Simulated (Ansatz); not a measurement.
**CsPbCl3: tensor shear ε_xy = +1.00 %**

Base system: CsPbCl₃ in the cubic perovskite structure (space group Pm-3m, No. 221; a = 5.521 Å). Axes: x, y, z lie along the cube axes.

The change: a pure shear with ε_xy = ε_yx = 0.0100, atoms relaxed at fixed cell.

Calculations: DFT with LDA, PAW potentials and a 420 eV plane-wave cutoff in Ansatz (a first-principles code), without spin-orbit coupling. Settings: 6×6×6 k-points, 0.05 eV Fermi–Dirac smearing.

The volume per atom stays 33.65 Å³ and the space group changes from Pm-3m (No. 221) to Cmmm (No. 65). The shortest interatomic distance is still 276.0 pm and the energy hardly moves. The pressure (mean of the normal stresses, compression positive) is still 0.00 GPa and the band gap shrinks by 0.045 eV to 1.48 eV. The gap character is direct at T and the hole mass is still 0.14 mₑ (at R). The valley order (the lowest conduction-band minima on the path, energy above the VBM, named in the base's zone) becomes R along [111] 1.48 eV; M along [101] 2.20 eV; Γ 2.75 eV (base: R along ⟨111⟩ 1.53 eV; Γ 2.75 eV) and the stress (xx, yy, zz, yz, xz, xy; compression positive) comes out as (0.00, 0.00, 0.00, 0.00, 0.00, -0.08) GPa.

With Pb present, leaving out spin-orbit coupling can change the band edges. The cells carry an imposed strain or load. Masses are band curvatures over ±0.01 Å⁻¹ around the edge. Whether these cells are dynamically stable was not tested. Many cubic perovskites are stable only at high temperature; tilts and polar distortions were not tested. This is not the structure that CsPbCl3 has at room temperature and ambient pressure. Labels are those of the standard path for the cell's own space group.
